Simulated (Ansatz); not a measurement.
## Mo2N: pressure series

Take Mo₂N (space group R-3m, No. 166; a = 2.874 Å, c = 14.777 Å (hexagonal axes); a cell from a computed database, its experimental status unchecked) as the base.

Cell and atoms are relaxed at each pressure.

Calculations: PBEsol, PAW, 420 eV (Ansatz, a first-principles code; scalar-relativistic without spin-orbit coupling).

Notes on the quantities. enthalpy: H = E + PV relative to the base's energy.

```
change               density       enthalpy  shortest interatomic distance
----------------  ----------  -------------  -----------------------------
base              9.70 g/cm³              –                        2.127 Å
pressure 0.3 GPa  9.71 g/cm³  +0.02 eV/atom                        2.127 Å
pressure 0.7 GPa  9.72 g/cm³  +0.05 eV/atom                        2.126 Å
pressure 1.5 GPa  9.75 g/cm³  +0.11 eV/atom                        2.125 Å
pressure 3 GPa    9.79 g/cm³  +0.22 eV/atom                        2.122 Å
pressure 5 GPa    9.85 g/cm³  +0.36 eV/atom                        2.118 Å
pressure 7.5 GPa  9.92 g/cm³  +0.54 eV/atom                        2.114 Å
pressure 10 GPa   9.98 g/cm³  +0.72 eV/atom                        2.110 Å
```

Load acts through the strain it causes; cell and atoms are relaxed under it. Whether these cells are dynamically stable was not tested. No other phases were tried under pressure. The final runs are not spin-polarised. An odd electron count without spin: Mo2N.
